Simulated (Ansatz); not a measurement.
Consider MoSi2 (space group I4/mmm, No. 139; a = 3.217 Å, c = 7.875 Å; relaxed with 0.1 eV smearing). Axes: x, y, z lie along a, b, c of the conventional cell.

Calculations: PBE/PAW in Ansatz (a quantum-chemistry and plane-wave program), spin-orbit coupling left out.

Base values:

```
Item                            Result
-----------------------------  -------
Shortest interatomic distance  2.597 Å
Pressure                       0.0 GPa
```

Now apply this change: biaxial strain +1.43 %, plane normal [001], relaxed out of plane (Cartesian); in-plane vectors clamped, the third vector and the atoms free.

Problem. What does the calculation give for the shortest interatomic distance after the change?

Solution. The shortest interatomic distance shrinks by 0.016 Å (2.597 Å → 2.581 Å).

Problem. Estimate the effect on the out-of-plane strain.

Solution. The out-of-plane strain amounts to -0.49 %.

Problem. Estimate the effect on the pressure.

Solution. The pressure (mean of the normal stresses, compression positive) goes from zero to -4.2 GPa.

Stability against distortions was not tested. The final runs are not spin-polarised.
